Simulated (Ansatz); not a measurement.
## MoTe2 (space group Fm-3m, No. 225; a hypothetical phase, not in the database extracts checked)

```
CELL_PARAMETERS angstrom
      0.00000     3.28038     3.28038
      3.28038     0.00000     3.28038
      3.28038     3.28038     0.00000
ATOMIC_POSITIONS crystal
  Mo 0.00000 0.00000 0.00000
  Te 0.25000 0.25000 0.25000
  Te 0.75000 0.75000 0.75000
```

Computed with PBEsol, PAW, 420 eV (Ansatz, a first-principles code; without spin-orbit coupling). Γ-centred 12×12×12 mesh, Fermi–Dirac width 0.05 eV.

The volume per atom is 23.53 Å³ and the density comes out as 8.26 g/cm³. The band gap comes out as zero and the total energy is -6233.286 eV/atom (σ→0; compares only within this code and set-up).

Whether these cells are dynamically stable was not tested. All final runs are without spin polarisation. MoTe2 has a high density of states at the Fermi level and may be magnetic at this level.
